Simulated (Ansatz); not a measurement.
Results of PBEsol (Ansatz, an electronic-structure program, PAW) for SnO (model structure, started from the wurtzite type, P6₃mc, No. 186, 4 atoms in the cell).

Settings: plane-wave cutoff 500 eV, 12×12×8 k mesh (along the axes of the cell as run), Fermi–Dirac smearing 0.05 eV, scalar-relativistic PAW data made under PBE.

Cell (relaxed at this level):

```
CELL_PARAMETERS angstrom
      3.29001     0.00000     0.00000
     -1.64501     2.84923     0.00000
      0.00000     0.00000     8.49492
ATOMIC_POSITIONS crystal
  Sn 0.66667 0.33333 0.99967
  Sn 0.33333 0.66667 0.49967
  O  0.66667 0.33333 0.62553
  O  0.33333 0.66667 0.12553
```

Q: Give the computed band gap.

A: 
band gap: 1.12 eV (on the SCF k mesh)

Note: the relaxation could raise the start's symmetry but not lower it, so the cell can be a saddle point; the cell has widely spaced layers and the level no dispersion term, so their spacing and the moduli can rest on weak binding.

Spin–orbit coupling is not included.

It cost around 4 core-minutes (rough) of CPU time.

A model structure was made by putting elements into a prototype or built by hand; it is no filed structure, need not be a known phase, and can be a saddle point held by its symmetry.
